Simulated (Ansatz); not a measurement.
**BeTe: pressure series**

Base system: BeTe in the zinc blende structure (space group F-43m, No. 216; a = 5.664 Å).

Cell and atoms are relaxed at each pressure.

Level of theory: PBE, PAW, 420 eV (Ansatz, a quantum-chemistry and plane-wave program; scalar-relativistic without spin-orbit coupling).

```tsv
pressure (GPa)	band gap (eV)
-2	2.12
-1	2.07
0	2.03
0.3	?
0.7	2.00
1.5	1.97
3	1.91
5	1.84
10	1.67
```

Problem. Fit E_g = E₀ + αP + βP² to the rows shown and predict the withheld row.

Solution. Least squares on the printed values gives E₀ = 2.03 eV, α = -41.6 meV/GPa, β = 0.56 meV/GPa² (largest residual 0.00 eV); this predicts 2.02 eV, and the run gives 2.02 eV, in agreement.

Spin-orbit coupling, missing from the scalar runs, can matter with Te. Load acts through the strain it causes; cell and atoms are relaxed under it. Whether these cells are dynamically stable was not tested. Competing high-pressure phases were not computed.
